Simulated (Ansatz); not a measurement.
Take MgO (space group P6_3/mmc, No. 194; a = 3.4939 Å, c = 4.1941 Å; a cell from a computed database, its experimental status unchecked) as the base. Axes: x lies along a and z along c of the hexagonal cell.

Now apply this change: the symmetric strain tensor [0.0021 -0.0111 0.0003; -0.0111 0.0136 -0.0081; 0.0003 -0.0081 -0.0045], atoms relaxed at fixed cell.

Levels (all Ansatz, a program for electronic structure, PAW): PBEsol (420 eV, scalar-relativistic without spin-orbit coupling); r2SCAN (500 eV, no SOC).

The geometry is relaxed with PBEsol.

| Property | Result |
|---|---|
| PBEsol electron mass | 0.37 mₑ along z, 0.33 mₑ across (at Γ) |
| PBEsol lowest conduction level above the VBM at special points | Γ 3.23 eV; X 6.27 eV; Y 6.78 eV; Z 6.78 eV |
| PBEsol pressure | -13.2 kbar |

What does r2SCAN give at this geometry for the electron mass, lowest conduction level above the VBM at special points and pressure?

The electron mass goes from 0.37 mₑ along z, 0.33 mₑ across (at Γ) to 0.41 mₑ along z, 0.35 mₑ across (at Γ); the lowest conduction level above the VBM at special points changes from Γ 3.23 eV; X 6.27 eV; Y 6.78 eV; Z 6.78 eV to Γ 4.00 eV; X 7.05 eV; Y 7.58 eV; Z 7.58 eV; the pressure falls by 10.4 kbar to -23.6 kbar.

Single points use the geometry relaxed with PBEsol. Their cutoffs differ, which shifts pressures a little. The levels and masses belong to the bands next to the band gap. Effective masses come from finite differences of ±0.01 Å⁻¹. Stability against distortions was not tested. This is not the structure that MgO has at room temperature and ambient pressure. k-point labels follow each cell's own Brillouin zone.
